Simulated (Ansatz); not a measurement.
We consider L1₂ (Cu3Au-type) Ni₃Si, described by PBEsol (Ansatz, a first-principles code, plane waves, PAW).

Settings: plane-wave cutoff 520 eV, 18×18×18 k mesh, Fermi–Dirac smearing 0.021 eV (set by the program), no spin polarisation, scalar-relativistic PAW data made under PBE.

The cell has the measured lattice: a = b = c = 3.5098 Å, α = β = γ = 90.00°.

**Question.** Give the computed elastic constant C11, Poisson ratio, Voigt–Reuss–Hill shear modulus (Hill average), elastic constant C12 and elastic constant C44.

**Answer.** 
* **elastic constant C11**: 294 GPa
* **Poisson ratio**: 0.280
* **Voigt–Reuss–Hill shear modulus (Hill average)**: 101 GPa
* **elastic constant C12**: 147 GPa
* **elastic constant C44**: 125 GPa

Note: the cell isn't this level's own, so it is under some stress, which shifts stiffness and frequencies.

Elastic constants are with the ions relaxed.

The computed numbers hold no vibrational or temperature effects.

Computing time: roughly 9 core-minutes.
